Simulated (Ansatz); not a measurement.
We consider AgNO₃ (R3c, No. 161; cell taken from a computed entry), described by r²SCAN+rVV10 (Ansatz, an electronic-structure program, PAW).

Run with plane-wave cutoff 500 eV, 10×10×10 k mesh, Fermi–Dirac smearing 0.05 eV, no spin polarisation, scalar-relativistic PAW data made under PBE.

Cell (relaxed at this level):

```cif
data_Ag6N6O18
_chemical_formula_sum 'Ag6 N6 O18'
_space_group_name_H-M_alt 'R3c :H'
_space_group_IT_number 161
_space_group_name_Hall 'R 3 -2"c'
_cell_length_a 5.12488
_cell_length_b 5.12488
_cell_length_c 15.83074
_cell_angle_alpha 90.000
_cell_angle_beta 90.000
_cell_angle_gamma 120.000
loop_
_atom_site_label
_atom_site_type_symbol
_atom_site_symmetry_multiplicity
_atom_site_Wyckoff_symbol
_atom_site_fract_x
_atom_site_fract_y
_atom_site_fract_z
_atom_site_occupancy
Ag1 Ag 6 a 0.00000 0.00000 0.49660 1
N1 N 6 a 0.00000 0.00000 0.27853 1
O1 O 18 b 0.07266 0.27326 0.27934 1
```
(The calculation used a cell of 10 atoms; values per cell refer to that cell.)

Question: Give the computed band gap.

Answer: 
* **band gap**: 2.16 eV (on the SCF k mesh)

Note: the relaxation could not lower the start's symmetry, so the cell can be a saddle point above a distorted one.

Spin–orbit coupling is not included.

Computed values are for the static lattice.

The result took roughly 19 core-minutes.
